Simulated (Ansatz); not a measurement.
The cell is made up: elements placed on another compound's structure type, so the phase may be hypothetical.

By PBEsol, the system below comes out a metal.

A figure of merit of an interconnect metal is its ballistic conductance per area.

Data:

```yaml
crystal:
  lattice:
    - [3.03728, 0.00000, 0.00000]
    - [-1.51864, 5.52148, 0.00000]
    - [0.00000, 0.00000, 3.11220]
  atoms:
    - { symbol: Si, position: [0.00000, 0.00000, 0.00000] }
    - { symbol: Mo, position: [0.36379, 0.72757, 0.50000] }
    - { symbol: Mo, position: [0.63621, 0.27243, 0.50000] }
    - { symbol: B, position: [0.20682, 0.41364, 0.00000] }
    - { symbol: B, position: [0.79318, 0.58636, 0.00000] }
```

Space group of this cell: Cmmm. The cell was relaxed by PBE-D3(BJ); by PBEsol its mean pressure is 1.7 GPa.

The current flows along the normal of the first two printed cell vectors. No spin-orbit coupling; the value is a mean over 0.1 eV about the Fermi level.

Compute, with PBEsol in Ansatz (a quantum-chemistry and plane-wave program), the ballistic conductance per area.

0.72 × 10¹⁵ S/m² for both spins.
